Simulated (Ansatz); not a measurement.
Data:

```
CELL_PARAMETERS angstrom
     -3.02384     3.02384     5.65802
      3.02384    -3.02384     5.65802
      3.02384     3.02384    -5.65802
ATOMIC_POSITIONS crystal
  Cd 0.00000 0.00000 0.00000
  Cd 0.75000 0.25000 0.50000
  Ge 0.50000 0.50000 0.00000
  Ge 0.25000 0.75000 0.50000
  As 0.87500 0.84807 0.47307
  As 0.15193 0.62500 0.02693
  As 0.37500 0.40193 0.52693
  As 0.59807 0.12500 0.97307
```

No spin polarisation.

Computed with PBE in Ansatz (plane waves to 420 eV, PAW, no SOC). Γ-centred 8×8×8 mesh, Fermi–Dirac width 0.05 eV.

### Question
What is the computed pressure (mean of the normal stresses, compression positive)?

### Answer
0.79 GPa.

### Question
Predict the space group.

### Answer
I-42d (No. 122).

The cells carry an imposed strain or load. Stability against distortions was not tested. The cell was made from CdGeAs2 in the chalcopyrite structure (space group I-42d, No. 122) by this change: uniaxial strain ε_zz = −1.50 %.

Ansatz is a quantum-chemistry and plane-wave program.
